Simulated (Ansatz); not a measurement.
**Sensitivity of a calculation on MoS2 (R-3m, 3 atoms in the cell) to its settings**

```yaml
crystal:
  lattice:
    - [1.80055, 1.03955, 5.45876]
    - [-1.80055, 1.03955, 5.45876]
    - [0.00000, -2.07909, 5.45876]
  atoms:
    - { symbol: Mo, position: [0.00000, 0.00000, 0.00000] }
    - { symbol: S, position: [0.25200, 0.25200, 0.25200] }
    - { symbol: S, position: [0.74800, 0.74800, 0.74800] }
```

Base run A: LDA (PW92), default PAW files made with PBE run with Ansatz (a program for electronic structure), self-consistent single point.

Its settings: basis.ecutwfc = 420 eV; kpoints.mp_grid.grid = 7 7 7; hamiltonian.xc = lda; hamiltonian.pseudopotentials = {kind: paw} (the program's default PAW files); scf.occupations.method = methfessel_paxton; scf.occupations.width = 0.136 eV.

The starting cell was generated: these elements placed on a structure prototype, without a prior relaxation; it need not be a known phase or ordering of this composition. Its lattice was rescaled by a random factor within 2.5 % of one. Spin polarisation is off. In the base run, with a pressure of about -12 GPa the cell is away from its equilibrium volume at this level. Ansatz's pressure includes its estimate of the finite-basis (Pulay) stress.

ΔF is the free energy per atom less that of run A. A dash stands where there is no value to compare (another energy zero or no entropy term, no result, no spin, no clean gap, or a mesh too coarse for one). Absolute energies have different zeros for different potentials, functionals, Hubbard and dispersion terms and are not compared across them.

Run A gave: pressure (GPa) -12.16; largest force (eV/Å) 0.101; k-points 44.

Runs:
- B: kpoints.mp_grid.grid: 7 7 7 → 5 5 5
- C: scf.occupations.method: methfessel_paxton → fermi_dirac; scf.occupations.width: 0.136 eV → 0.3 eV
- D: scf.convergence.dr2_threshold: default (1e-07 eV) → 1e-08 eV
- E: hamiltonian.xc: lda → blyp [BLYP]
- F: crystal.symmetry.detect: default → false
- G: scf.mixing.preconditioner: default (the program chose LDOS) → local_kerker
- H: scf.mixing.algorithm: default (the program chose MSR1) → broyden; scf.mixing.beta: default → 0.3
- I: scf.mixing.algorithm: default (the program chose MSR1) → broyden

**Question.** What does run E change against A?

**Answer.** The pressure goes from -12.16 to -0.12 GPa and the largest force goes from 0.101 to 0.562 eV/Å.

| run | ΔF (meV/atom) | pressure (GPa) | largest force (eV/Å) | k-points |
|---|---|---|---|---|
| A | 0.00 | -12.16 | 0.101 | 44 |
| B | -13.4 | -12.30 | 0.166 | 19 |
| C | -138.0 | -10.48 | 0.226 | 44 |
| D | 0.00 | -12.16 | 0.101 | 44 |
| E | – | -0.12 | 0.562 | 44 |
| F | 0.00 | -12.16 | 0.101 | 172 |
| G | 0.00 | -12.16 | 0.101 | 44 |
| H | 0.00 | -12.16 | 0.101 | 44 |
| I | 0.00 | -12.16 | 0.101 | 44 |

Keys are those of Ansatz 0.2.
